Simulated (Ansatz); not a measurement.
# SrTiO3 under a change: Ti → Be

Take SrTiO3 in the cubic perovskite structure (space group Pm-3m, No. 221; a = 3.891 Å) as the base.

Perturbation: every Ti is replaced by Be, then cell and atoms are relaxed.

All numbers come from DFT with PBEsol, PAW potentials and a 420 eV plane-wave cutoff in Ansatz (an electronic-structure program), no SOC. Γ-centred 13×13×13 mesh, Fermi–Dirac width 0.05 eV, for the changed cell.

The lattice parameter a falls by 0.218 Å to 3.673 Å and the shortest interatomic distance drops by 0.1091 Å, from 1.946 Å to 1.836 Å. The band gap goes from 1.85 eV to zero and the magnetic state changes from not spin-polarised to ferromagnetic.

Final structure:

```
SrBeO3
1.0
    3.67290     0.00000     0.00000
    0.00000     3.67290     0.00000
    0.00000     0.00000     3.67290
Sr Be O
1 1 3
Direct
  0.00000   0.00000   0.00000
  0.50000   0.50000   0.50000
  0.00000   0.50000   0.50000
  0.50000   0.50000   0.00000
  0.50000   0.00000   0.50000
```

Cost of the whole job for the changed cell (relaxation, final SCF and bands): very roughly 2.1 core-minutes.

The magnetic state is the one reached from the starting moments; the real material's order can differ, and small cells can't hold many antiferromagnetic ones. Stability against distortions was not tested. For SrBeO3 in this form, whether it has been made was not checked. Spin-polarised in the final run: SrBeO3; the other runs are not. Many cubic perovskites are stable only at high temperature; tilts and polar distortions were not tested.
